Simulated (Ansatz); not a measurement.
The parent structure is TaAgO$_{3}$ (space group R-3c, No. 167; a = 5.477 Å, c = 13.804 Å (hexagonal axes); a cell from a computed database, its experimental status unchecked). Axes: x lies along a and z along c of the hexagonal cell.

The values are results of PBEsol in Ansatz (plane waves to 420 eV, PAW, without spin-orbit coupling), not measurements.

Modification: the cell is stretched by 0.74 % along x with no lateral relaxation, atoms relaxed at fixed cell.

Predict the stress tensor and what it implies for the stiffness.

Stress of the strained cell less that of the base (GPa, compression positive):
```
  -2.24    0.00    0.00
   0.00   -0.87    0.31
   0.00    0.31   -1.13
```

Then −Δσ_ii/ε with ε = 0.0074 gives relaxed-ion elastic constants: C11 ≈ 303 GPa, C12 ≈ 117 GPa and C13 ≈ 152 GPa.

Whether these cells are dynamically stable was not tested.

Ansatz is a first-principles code.
